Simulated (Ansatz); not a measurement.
**Quick settings and what they miss: Ga₂S₃ (Cc, 10 atoms in the cell)**

Self-consistent single point.

```yaml
crystal:
  lattice:
    - [5.65828, -3.25247, 0.00000]
    - [5.65828, 3.25247, 0.00000]
    - [-3.66256, 0.00000, 6.09145]
  atoms:
    - { symbol: Ga, position: [0.73080, 0.86346, 0.38035] }
    - { symbol: Ga, position: [0.86346, 0.73080, 0.88035] }
    - { symbol: Ga, position: [0.35905, 0.55281, 0.37094] }
    - { symbol: Ga, position: [0.55281, 0.35905, 0.87094] }
    - { symbol: S, position: [0.74862, 0.57148, 0.49716] }
    - { symbol: S, position: [0.57148, 0.74862, 0.99716] }
    - { symbol: S, position: [0.41354, 0.23946, 0.48814] }
    - { symbol: S, position: [0.23946, 0.41354, 0.98814] }
    - { symbol: S, position: [0.90978, 0.08900, 0.01440] }
    - { symbol: S, position: [0.08900, 0.90978, 0.51440] }
```

Computed with r2SCAN, PAW files made with PBE (plane waves; Ansatz, an electronic-structure program).

Base settings: basis.ecutwfc = 500 eV; kpoints.mp_grid.grid = 3 3 3; hamiltonian.xc = r2scan; hamiltonian.pseudopotentials = {kind: paw} (the program's default PAW files); scf.occupations.method = fixed.

Tight run (finer mesh or higher cutoff; not a proven limit): basis.ecutwfc: 500 eV → 700 eV; kpoints.mp_grid.grid: 3 3 3 → 5 5 5; scf.convergence.dr2_threshold: default (1e-07 eV) → 1e-09 eV. It gave top of the valence band (on the code's own zero) 4.89 eV; gap on the k-point mesh 2.19 eV; pressure -1.63 GPa; largest force (vector length) 0.233 eV/Å.

Quick runs, as changes from the base:
- A: the base itself
- B: kpoints.mp_grid.grid: 3 3 3 → 4 4 4; scf.occupations.method: fixed → cold; scf.occupations.width: default → 0.272 eV; scf.convergence.dr2_threshold: default (1e-07 eV) → 0.0001 eV
- C: basis.ecutwfc: 500 eV → 350 eV; kpoints.mp_grid.grid: 3 3 3 → 4 4 4; scf.occupations.method: fixed → gaussian; scf.occupations.width: default → 0.5 eV
- D: basis.ecutwfc: 500 eV → 300 eV; scf.convergence.dr2_threshold: default (1e-07 eV) → 0.0001 eV

Dashes: time of D, under 30 s.

The count of work is k-points × plane waves × bands × iterations; it is no time. Core times come from one kind of shared machine and are given to one figure; runs under 30 s give none.

Pressures in the table are Ansatz's without its Pulay estimate, at a fixed set of plane waves; the tight run's value above holds the estimate.

The starting cell comes from a database of computed structures (which also holds hypothetical and non-ambient phases and stackings), without a prior relaxation at this level. Its lattice was rescaled by a random factor within 2.5 % of one.

```tsv
run	energy less tight (meV/atom)	pressure less tight (GPa)	count of work / tight	core time / tight (rough)
A	1.3	-0.03	0.13	0.2
B	0.9	-0.03	0.24	0.3
C	6.3	-0.15	0.20	0.2
D	40.7	-2.80	0.046	–
```

Among the runs at the tight run's level, the energy misses run from 0.9 to 40.7 meV/atom.

Left out of this page: 2 runs of the series outside the window shown, repeating another row's setting, or not comparable.

Keys are those of Ansatz 0.2.
